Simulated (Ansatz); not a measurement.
By PBEsol, the system below comes out a metal.

Crystal: Zn (P6_3/mmc, hcp (Mg type), 2 atoms a cell, 14.4 Å³ an atom); planes in its conventional cell.

Computed with PBEsol (plane waves, PAW; Ansatz, a first-principles code).

Ballistic conductance counts the channels of both spins, as a mean over 0.1 eV about the Fermi level; spin-orbit coupling is left out.

| plane | area (Å²) | G/A (10¹⁵ S/m²) |
|---|---|---|
| (110) | 22.1 | 0.78 |
| (001) | 5.9 | [?] |
| (100) | 12.7 | [?] |

**Question.** Fill in the missing entries.

**Answer.** 
- (001), G/A (10¹⁵ S/m²): 0.84
- (100), G/A (10¹⁵ S/m²): 0.72
